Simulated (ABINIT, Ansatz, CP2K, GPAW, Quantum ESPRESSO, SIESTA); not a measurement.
**Code comparison for Si2Ni (Fm-3m, 3 atoms in the cell)**

Self-consistent single point, at a second geometry (lattice scaled by 0.98). First geometry:

```
CELL_PARAMETERS angstrom
      0.00000     2.69315     2.69315
      2.69315     0.00000     2.69315
      2.69315     2.69315     0.00000
ATOMIC_POSITIONS crystal
  Si 0.25000 0.25000 0.25000
  Si 0.75000 0.75000 0.75000
  Ni 0.00000 0.00000 0.00000
```

Shared settings, as Ansatz (a first-principles code) writes them: kpoints.mp_grid.grid = 9 9 9; scf.occupations.method = gaussian; scf.occupations.width = 0.0073 Ry. Potentials and cutoffs stand in the table.

| code | model | ΔF from the first geometry (meV/atom) | pressure (GPa) | cutoff |
|---|---|---|---|---|
| Ansatz | PBE, default PAW files | 52.3 | 16.75 | default |
| Quantum ESPRESSO | PBE, PSlibrary ultrasoft (PBE) pseudopotentials | 53.1 | 16.59 | 50 Ry |
| CP2K | PBE, GPW, DZVP-MOLOPT-SR-GTH basis, GTH-PBE potentials (GTH_POTENTIALS) | 53.3 | 17.02 | grid 600 Ry |
| ABINIT | PBE, norm-conserving pseudopotentials (PseudoDojo nc-sr-05 PBE standard) | 52.8 | 16.91 | 49 Ha |
| GPAW | PBE, GPAW PAW datasets PBE (gpaw-data 1.0.1) | 59.3 | 18.43 | 800 eV |
| SIESTA | GGA PBE, numerical atomic orbitals DZP, PseudoDojo PBE standard norm-conserving potentials (rewritten from UPF to PSML) | 45.6 | 15.22 | grid 350 Ry |

On Ansatz's run: spin polarisation is off.

The spread over the programs that give each value: ΔF from the first geometry within 13.7 meV/atom; pressure within 3.21 GPa.

CP2K and SIESTA use small atom-centred bases, whose incompleteness enters pressures, forces and empty levels differently from a plane-wave cutoff. Ansatz's pressure is given at a fixed set of plane waves, as the other plane-wave codes print theirs; with its correction for the finite basis it is 16.81 GPa. In the pressure, GPAW (by 1.61) and SIESTA (by 1.60) lie more than 1 GPa from the median of the plane-wave programs.

The starting cell comes from a database of computed structures (which also holds hypothetical and non-ambient phases and stackings), without a prior relaxation at this level. For this run, on top of that: lattice scaled by 0.98.

Left out of this page: Elk and FLEUR (not drawn, or without a comparable value).

Keys are those of Ansatz 0.2.
